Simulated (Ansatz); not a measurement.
A calculation on cubic perovskite SrVO3 returned lattice constant a 3.899 Å, bulk modulus 170 GPa.

For reference: lattice constant a 3.842 Å (measured, temperature not stated, not corrected to a static lattice; as tabulated in Marks et al. (2021), arXiv:2103.05797).

Question: Which level of theory produced these numbers?
(A) PBE (Ansatz, an electronic-structure program)
(B) BLYP (Ansatz)
(C) PBEsol-D3(BJ) (Ansatz)
(D) rVV10 (Ansatz)

Answer: B, BLYP (Ansatz)

The others give: PBE 3.858 Å, 181 GPa; PBEsol-D3(BJ) 3.785 Å, 210 GPa; rVV10 3.871 Å, 184 GPa.

Unless a cell is named, each level is at its own relaxed cell (BLYP 11.85, PBE 11.48, PBEsol-D3(BJ) 10.85, rVV10 11.60 Å³/atom).

The crystal itself was run without spin with PBE, PBEsol-D3(BJ), rVV10, BLYP; a magnetic state was not tried in these runs.

Ansatz's density-functional and Hartree–Fock values are scalar-relativistic unless marked +SOC, with PAW data made under PBE.
